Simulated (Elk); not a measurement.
Troubleshooting Elk: a failed run on CdI2 (P-3m1, 3 atoms in the cell). The aim is a self-consistent single point with DFT, PBE, all-electron FP-LAPW, Elk's shipped species files, APW+lo basis with extra local orbitals.

Input as run:

```
tasks
  0

xctype
  20

tforce
  .true.

rgkmax
  8.0

gmaxvr
  18.0

lmaxapw
  10

lmaxo
  2

nxlo
  2

lorbcnd
  .true.

lradstp
  2

nrmtscf
  2.0

lmaxi
  4

stype
  0

swidth
  0.0001

maxscl
  100

scale
  8.10883406

avec
    1.0000000000   -0.0000000104    0.0000000000
   -0.4999999910    0.8660254090    0.0000000000
    0.0000000000    0.0000000000    1.7020654050

sppath
  'species/'

atoms
  2
  'Cd.in'
  1
  0.0000000000  0.0000000000  0.0000000000    0.0 0.0 0.0
  'I.in'
  2
  0.3333333333  0.6666666667  0.2357900000    0.0 0.0 0.0
  0.6666666667  0.3333333333  0.7642100000    0.0 0.0 0.0

ngridk
  3 3 2
```

Output, abridged:

```
│ Elk code version 10.2.4 started │

Error(readinput): lmaxo < 3 :        2
```

Read the log: what does the program object to, and what is the fix?

The fault is angular cutoffs in an order that the program does not allow or that is too low; here the program stops on it instead of giving results. To fix it, restore the usual pair of cutoffs. The program stopped before any SCF iteration.

The sound input it was made from differs as follows (other fixes are possible):
```diff
-  2
+  8
```

With that input, the run converged in 15 iterations: total energy -539718.5775 eV; pressure from finite strains at a fixed basis (rough; not comparable with other codes) 0.40 GPa; top of the valence band (on the code's own zero) 1.99 eV; gap on the k-point mesh 2.45 eV; largest force (vector length) 0.024 eV/Å (DFT, PBE, all-electron FP-LAPW, Elk's shipped species files, APW+lo basis with extra local orbitals).

On the sound input: the starting cell comes from a database of computed structures (which also holds hypothetical and non-ambient phases and stackings), without a prior relaxation at this level. Spin-orbit coupling is off. Values depend on the basis (sphere radii, cutoffs, local orbitals), which need not be converged.
